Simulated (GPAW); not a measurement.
## GPAW run on AlV2C (P6_3/mmc, 8 atoms in the cell): self-consistent single point

Method: PBE, GPAW PAW datasets PBE (gpaw-data 1.0.1) (plane waves; GPAW 25.7.0).

This input was run:

```python
from ase import Atoms
from ase.units import GPa
from gpaw import GPAW

atoms = Atoms(['Al', 'Al', 'V', 'V', 'V', 'V', 'C', 'C'],
              cell=[[2.852371, 0.000000, 0.000000],
                    [-1.426186, 2.470226, 0.000000],
                    [0.000000, 0.000000, 12.944941]],
              positions=[[-0.000002, 1.646818, 3.236235],
                         [1.426187, 0.823408, 9.708706],
                         [-0.000002, 1.646818, 7.590655],
                         [1.426187, 0.823408, 5.354286],
                         [1.426187, 0.823408, 1.118184],
                         [-0.000002, 1.646818, 11.826757],
                         [0.000000, 0.000000, 0.000000],
                         [0.000000, 0.000000, 6.472471]],
              pbc=True)

calc = GPAW(mode={'name': 'pw', 'ecut': 950},
            xc='PBE',
            kpts={'size': (12, 12, 3), 'gamma': True},
            occupations={'name': 'methfessel-paxton', 'width': 0.136, 'order': 0},
            nbands=-12,
            convergence={'density': 1e-05},
            symmetry={'symmorphic': False, 'tolerance': 0.0005},
            maxiter=120,
            txt='-')

atoms.calc = calc

energy = atoms.get_potential_energy()
print('Energy (eV):', round(energy, 6))
forces = atoms.get_forces()
print('Forces (eV/Ang):')
print(forces.round(5))
stress = atoms.get_stress()
print('Stress (GPa, Voigt):', (stress / GPa).round(4))
```

Log, with long lists cut:

```
Input parameters:
  convergence: {density: 1e-05}
  kpts: {gamma: True,
         size: (12, 12, 3)}
  maxiter: 120
  mode: {ecut: 950,
         name: pw}
  nbands: -12
  occupations: {name: methfessel-paxton,
                order: 0,
                width: 0.136}
  symmetry: {symmorphic: False,
             tolerance: 0.0005}
  xc: PBE

species:
  Al:
    name: Aluminium
    Z: 13.0
    valence: 3
    core: 10
    charge: 0.0
    file: Al.PBE.gz

    # Using partial waves for Al as LCAO basis

  V:
    name: Vanadium
    Z: 23.0
    valence: 13
    core: 10
    charge: 0.0
    file: V.PBE.gz

    # Using partial waves for V as LCAO basis

  C:
    name: Carbon
    Z: 6.0
    valence: 4
    core: 2
    charge: 0.0
    file: C.PBE.gz

    # Using partial waves for C as LCAO basis

Reference energy: -118544.085009  # eV

Spin-paired calculation

Convergence criteria:
 Maximum [total energy] change in last 3 cyles: 0.0005 eV / valence electron
 Maximum integral of absolute [dens]ity change: 1e-05 electrons / valence electron
 Maximum integral of absolute [eigenst]ate change: 4e-08 eV^2 / valence electron
 Maximum number of scf [iter]ations: 120

Symmetries present (total): 24
Symmetries with fractional translations: 12
432 k-points: 12 x 12 x 3 Monkhorst-Pack grid + [1/24,1/24,0.000000]
38 k-points in the irreducible part of the Brillouin zone
       k-points in crystal coordinates                weights
   0:    -0.00000000   -0.00000000    0.00000000          1/432
   1:    -0.00000000   -0.00000000    0.33333333          2/432
   2:     0.08333333   -0.00000000    0.00000000          6/432
   [... 7 lines left out ...]
          ...
  37:     0.50000000    0.50000000    0.33333333          6/432

Wave functions: Plane wave expansion
  Cutoff energy: 950.000 eV
  Number of coefficients (min, max): 6039, 6117
  Pulay-stress correction: 0.000000 eV/Ang^3 (de/decut=0.000000)

Occupation numbers: Methfessel-Paxton:
  width: 0.1360  # eV
  order: 0

Eigensolver

Densities:
  Coarse grid: 21*21*96 grid
  Fine grid: 42*42*192 grid
  Total Charge: 0.000000

Density mixing:
  Method: separate
  Backend: pulay
  Linear mixing parameter: 0.05
  old densities: 5
  Damping of long wavelength oscillations: 50

Hamiltonian:
  XC and Coulomb potentials evaluated on a 42*42*192 grid
  External potential:
    NoExternalPotential

XC parameters: PBE with 2 nearest neighbor stencil

Number of atoms: 8
Number of atomic orbitals: 68
Number of bands in calculation: 45
Number of valence electrons: 66
Bands to converge: occupied

Density initialized from atomic densities
  45 bands from LCAO basis set

Atomic positions and initial magnetic moments

Positions:
   0 Al    -0.000002    1.646818    3.236235    ( 0.0000,  0.0000,  0.0000)
   1 Al     1.426187    0.823408    9.708706    ( 0.0000,  0.0000,  0.0000)
   2 V     -0.000002    1.646818    7.590655    ( 0.0000,  0.0000,  0.0000)
   3 V      1.426187    0.823408    5.354286    ( 0.0000,  0.0000,  0.0000)
   4 V      1.426187    0.823408    1.118184    ( 0.0000,  0.0000,  0.0000)
   5 V     -0.000002    1.646818   11.826757    ( 0.0000,  0.0000,  0.0000)
   6 C      0.000000    0.000000    0.000000    ( 0.0000,  0.0000,  0.0000)
   7 C      0.000000    0.000000    6.472471    ( 0.0000,  0.0000,  0.0000)

Unit cell:
           periodic     x           y           z      points  spacing
  1. axis:    yes    2.852371    0.000000    0.000000    21     0.1176
  2. axis:    yes   -1.426186    2.470226    0.000000    21     0.1176
  3. axis:    yes    0.000000    0.000000   12.944941    96     0.1348

  Lengths:   2.852371   2.852371  12.944941
  Angles:   90.000000  90.000000 120.000006

Effective grid spacing dv^(1/3) = 0.1292

     iter     time        total  log10-change:
                         energy   eigst   dens
iter:   1 --:--:--   -69.175174
iter:   2 --:--:--   -67.561294   -0.22  -1.18
iter:   3 --:--:--   -63.662427   +0.13  -1.22
iter:   4 --:--:--   -63.713422   -1.01  -1.61
iter:   5 --:--:--   -63.860439   -1.55  -1.59
iter:   6 --:--:--   -64.794827   -0.43  -1.59
iter:   7 --:--:--   -64.157455   -1.63  -1.76
iter:   8 --:--:--   -63.901931   -1.69  -1.91
iter:   9 --:--:--   -63.866094   -2.00  -2.08
iter:  10 --:--:--   -63.862805   -2.49  -2.23
iter:  11 --:--:--   -63.871628c  -1.36  -2.35
iter:  12 --:--:--   -63.832670   -2.62  -2.48
iter:  13 --:--:--   -63.830463   -3.38  -2.94
iter:  14 --:--:--   -63.830536c  -4.24  -3.22
iter:  15 --:--:--   -63.830631c  -5.01  -3.22
iter:  16 --:--:--   -63.830318c  -3.61  -3.19
iter:  17 --:--:--   -63.830208c  -4.96  -3.36
iter:  18 --:--:--   -63.830216c  -5.78  -3.47
iter:  19 --:--:--   -63.830308c  -4.19  -3.49
iter:  20 --:--:--   -63.830313c  -4.25  -3.60
iter:  21 --:--:--   -63.830262c  -5.49  -3.75
iter:  22 --:--:--   -63.830195c  -5.29  -3.81
iter:  23 --:--:--   -63.830195c  -6.00  -4.16
iter:  24 --:--:--   -63.830216c  -5.44  -4.21
iter:  25 --:--:--   -63.830203c  -6.84  -4.06
iter:  26 --:--:--   -63.830202c  -7.59c -4.14
iter:  27 --:--:--   -63.830208c  -7.18  -4.15
iter:  28 --:--:--   -63.830180c  -5.57  -4.11
iter:  29 --:--:--   -63.830180c  -6.00  -4.45
iter:  30 --:--:--   -63.830191c  -6.49  -4.50
iter:  31 --:--:--   -63.830188c  -6.78  -4.60
iter:  32 --:--:--   -63.830185c  -6.49  -4.85
iter:  33 --:--:--   -63.830186c  -7.37  -4.75
iter:  34 --:--:--   -63.830186c  -8.60c -5.36c

Converged after 34 iterations.

Dipole moment: (-0.000000, 0.000000, 0.000002) |e|*Ang

Energy contributions relative to reference atoms: (reference = -118544.085009)

Kinetic:        +40.458263
Potential:      -37.343900
External:        +0.000000
XC:             -67.526686
Entropy (-ST):   -0.043966
Local:           +0.604121
SIC:             +0.000000
--------------------------
Free energy:    -63.852169
Extrapolated:   -63.830186

Showing only first 2 kpts
 Kpt  Band  Eigenvalues  Occupancy
  0    31      9.66795    1.99445
  0    32      9.68451    1.99071
  0    33      9.68453    1.99070
  0    34     10.56977    0.00000

  1    31      9.67206    1.99367
  1    32      9.68033    1.99182
  1    33      9.68035    1.99181
  1    34     10.57927    0.00000

Fermi level: 9.93464

No gap
No difference between direct/indirect transitions
Energy (eV): -63.830186

Forces in eV/Ang:
  0 Al    0.00000    0.00000    0.00000
  1 Al   -0.00000    0.00000   -0.00000
  2 V    -0.00000    0.00000    0.37937
  3 V     0.00000   -0.00000   -0.37937
  4 V    -0.00000   -0.00000    0.37937
  5 V     0.00000    0.00000   -0.37937
  6 C     0.00000    0.00000    0.00000
  7 C    -0.00000    0.00000    0.00000

Stress tensor:
    -0.078123    -0.000000     0.000000
    -0.000000    -0.078123     0.000000
     0.000000     0.000000    -0.074166
Stress (GPa, Voigt): [-12.5166 -12.5166 -11.8827   0.       0.      -0.    ]
```

The run converged in 34 iterations. GPAW prints stress with tension positive.

At such cutoffs GPAW's stress carries a finite-basis (Pulay) error, which enters relaxed cells too; its log prints stress with tension positive.

The starting cell comes from a database of computed structures (which also holds hypothetical and non-ambient phases and stackings), without a prior relaxation at this level. Its lattice was rescaled by a random factor within 2.5 % of one. Spin polarisation is off.

Cost on one core of a shared machine: roughly 6 min.
